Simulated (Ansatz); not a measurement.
Functionals compared on H2O on the 1x1 (110) surface of bcc W, one in a 2x2 cell, started at the site 'hollow W-W-W', in Ansatz (plane waves, PAW). The structure was relaxed with PBE; the other rows are single points on it, each with its references at the same level. Cutoff 420 eV (500 eV for r2SCAN).

Model: 19-atom slab, 6.6 Å thick at the start under the adsorbate (thin: gaps and levels are the slab's own), 6x6x1 mesh, Fermi-Dirac 0.1 eV, dipole correction, 8 atoms held, the rest relaxed; no symmetry held; no spin, no spin-orbit, no U, no dispersion correction. At the end it is bonded to W. In PBE it is, or lies within 0.03 eV of, the lowest of the starts that converged. These notes are the PBE run's. Adsorption energies are against H2O(g). A negative adsorption energy means that the adsorbate is more stable on the surface than in its reference.

```csv
functional,adsorption energy (eV),work function of the top face (eV),change of the work function (eV),rough cost of the single point
PBE,-0.52,3.60,-1.22,–
RPBE,-0.29,3.48,-1.20,around 110 core-seconds (rough)
r2SCAN,___,___,___,roughly 4 core-minutes
```

**Question.** Fill in the missing entries.

**Answer.** 
- r2SCAN, adsorption energy (eV): -0.63
- r2SCAN, work function of the top face (eV): 3.57
- r2SCAN, change of the work function (eV): -1.32

Ansatz is a quantum-chemistry and plane-wave program.
